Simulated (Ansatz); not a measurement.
**K: pressure 0.3 GPa**

Start from K in the bcc (W type) structure (space group Im-3m, No. 229; a = 5.344 Å).

Perturbation: cell and atoms relaxed at a pressure of 0.3 GPa.

Level of theory: plane-wave PAW DFT at the r2SCAN level (Ansatz, a program for electronic structure, 500 eV), no SOC. Γ-centred 12×12×12 mesh, Fermi–Dirac width 0.05 eV.

The volume per atom decreases by 5.348 Å³ (76.31 Å³ → 70.97 Å³) and the density rises by 0.06 g/cm³, from 0.85 g/cm³ to 0.91 g/cm³. The lattice parameter a decreases by 0.128 Å to 5.216 Å and the enthalpy H = E + PV relative to the base's energy comes out as +0.14 eV/atom. The band gap remains zero.

Load acts through the strain it causes; cell and atoms are relaxed under it. Whether these cells are dynamically stable was not tested.
